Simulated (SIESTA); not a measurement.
Band structure of Rh (Fm-3m, 1 atom in the cell).

```
Rh
1.0
    0.00000     1.88396     1.88396
    1.88396     0.00000     1.88396
    1.88396     1.88396     0.00000
Rh
1
Direct
  0.00000   0.00000   0.00000
```

Method: SIESTA 5.4.2 with GGA PBE, numerical atomic orbitals DZP, PseudoDojo PBE standard norm-conserving potentials (rewritten from UPF to PSML).

Settings: XC.functional = GGA; XC.authors = PBE; potentials = PseudoDojo PBE standard; PAO.BasisSize = DZP; PAO.EnergyShift = 0.01 Ry; MeshCutoff = 400 Ry; kgrid.MonkhorstPack = 15 15 15; OccupationFunction = MP; OccupationMPOrder = 0; ElectronicTemperature = 100 meV; MaxSCFIterations = 150; SCF.Mixer.Method = Broyden; SCF.Mixer.Weight = 0.2; SCF.Mixer.History = 8.

The starting cell comes from a database of computed structures (which also holds hypothetical and non-ambient phases and stackings), without a prior relaxation at this level. Its lattice was rescaled by a random factor within 2.5 % of one. Spin polarisation is off. Values carry the incompleteness of an atom-centred basis.

Levels in eV from the Fermi level, bands 5 to 10:
```json
[
 {"point": "Γ", "5": "-8.14", "6": "-3.24", "7": "-3.24", "8": "-3.24", "9": "-1.06", "10": "-1.06"},
 {"point": "X", "5": "-6.58", "6": "-6.23", "7": "0.54", "8": "0.99", "9": "0.99", "10": "3.52"},
 {"point": "W", "5": "-5.23", "6": "-3.97", "7": "-3.97", "8": "-1.25", "9": "1.00", "10": "10.09"},
 {"point": "K", "5": "-5.72", "6": "-4.97", "7": "-2.14", "8": "-0.74", "9": "0.35", "10": "8.20"},
 {"point": "L", "5": "-6.35", "6": "-3.33", "7": "-3.33", "8": "0.56", "9": "0.56", "10": "0.81"},
 {"point": "U", "5": "-5.72", "6": "-4.97", "7": "-2.14", "8": "-0.74", "9": "0.35", "10": "8.20"}
]
```

Bands cross the Fermi level along this path, so the cell is metallic at this level.

Higher empty bands are left out: an atom-centred basis made for the valence describes them poorly.
